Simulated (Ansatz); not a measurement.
C11b MoSi2 was calculated with PBE-D4 in Ansatz (PAW).

Input file:

Ansatz 0.2 input:
```yaml
crystal:
  lattice:
    - [-1.6130185295, 1.6130185295, 3.9535886522]
    - [1.6130185295, -1.6130185295, 3.9535886522]
    - [1.6130185295, 1.6130185295, -3.9535886522]
  atoms:
    - { symbol: Si, position: [0.6652583004, 0.6652583004, 0.0] }
    - { symbol: Si, position: [0.3347416996, 0.3347416996, 0.0] }
    - { symbol: Mo, position: [0.0, 0.0, 0.0] }
basis:
  ecutwfc: 520
  ecutrho_ratio: 4
  xc_grid: 2
kpoints:
  mp_grid: { grid: [24, 24, 24] }
hamiltonian:
  xc: pbe
  dispersion: d4
  pseudopotentials: { kind: paw }
scf:
  occupations: { method: fermi_dirac, width: 0.05 }
output:
  forces: true
  stress: true
  eigenvalues: true
relax:
  f_tol: 0.004
  escape_saddle: false
  max_steps: 80
  cell: { stress_tol: 0.02, fix: [volume] }
```

Excerpt of the program's output:

```
Relaxation: its limit of steps is 80 (relax.max_steps)
Crystal: 3 atoms, lattice volume = 41.146 Å³
Basis set: ecut = 520 eV, 1079 PW (Γ), FFT grids on a1+a3, a2+a3, a3, exchange–correlation on 48×48×72 points (8 copies of the dense FFT grid, shifted against one another)
Bands: 15, of which v1, the nominal top of the filled ones, is band 11 counted from 1 (10 counted from 0)
Symmetry: 16 space group operations
Space group: I4/mmm (ITA 139), of the structure as read, at distance tolerance 3.5e-5 Å
k-points: 1063 of 13824
Functional: x = pbe(κ = 0.804, μ = 0.2195149727645171), c = pbe(β = 0.06672455060314922)
SCF iter   1: F=—  HF=-6230.748990 eV  |F-HF|=—  |Δ(HF+E_count)|=         —  Δρ=4.35e-3  dr2=6.84e-3
SCF iter   2: F=—  HF=-6230.748348 eV  |F-HF|=—  |Δ(HF+E_count)|=   6.42e-4  Δρ=2.29e-3  dr2=1.81e-3
  ...
SCF 1 converged in 6 iterations: F = -6230.748077 eV  dr2 = 5.44e-9
Crystal: 3 atoms, lattice volume = 41.146 Å³
Basis set: ecut = 520 eV, 1083 PW (Γ), FFT grids on a1+a3, a2+a3, a3, exchange–correlation on 48×48×72 points (8 copies of the dense FFT grid, shifted against one another)
Initial density: handed on by an earlier stage of this run
SCF 2 converged in 4 iterations: F = -6230.748673 eV  dr2 = 8.55e-8
Crystal: 3 atoms, lattice volume = 41.146 Å³
SCF 3 converged in 4 iterations: F = -6230.748735 eV  dr2 = 8.88e-9
Crystal: 3 atoms, lattice volume = 41.146 Å³
SCF 4 converged in 4 iterations: F = -6230.748740 eV  dr2 = 9.84e-10
Crystal: 3 atoms, lattice volume = 41.146 Å³
Basis set: ecut = 520 eV, 1083 PW (Γ), FFT grids on a1+a3, a2+a3, a3, exchange–correlation on 50×50×72 points (8 copies of the dense FFT grid, shifted against one another)
SCF iter   4: F=—  HF=-6230.748740 eV  |F-HF|=—  |Δ(HF+E_count)|=  2.64e-11  Δρ=2.98e-7  dr2=6.57e-12
SCF iter   5: F=-6230.748740 eV  HF=-6230.748740 eV  |F-HF|=2.73e-12  |Δ(HF+E_count)|=  6.18e-11  Δρ=5.31e-8  dr2=3.58e-13
SCF 5 converged in 5 iterations: F = -6230.748740 eV  dr2 = 3.58e-13
SCF converged after 5 iterations
Free energy (F): -6230.748740 eV
Internal energy: -6230.746668 eV  (E = F + TS)
E sigma→0 (E₀):  -6230.747704 eV
Fermi energy:    15.544053 eV
--- Forces (eV/Å), atoms counted from 1 ---
  atom   1  Si     0.00000000     0.00000000    -0.00070752
  atom   2  Si     0.00000000     0.00000000     0.00070752
  atom   3  Mo    -0.00000000     0.00000000     0.00000000
--- Stress (GPa, compression-positive) ---
       -7.910837      -0.000000       0.000000
       -0.000000      -7.910837      -0.000000
        0.000000      -0.000000      -7.913704
  P = ⅓ Tr σ = -7.9118 GPa (-79.118 kbar)
```

The cell is one volume of an energy–volume scan, off the minimum.

It cost about 5 core-minutes (a rough figure) of CPU time.

Ansatz is an electronic-structure program.
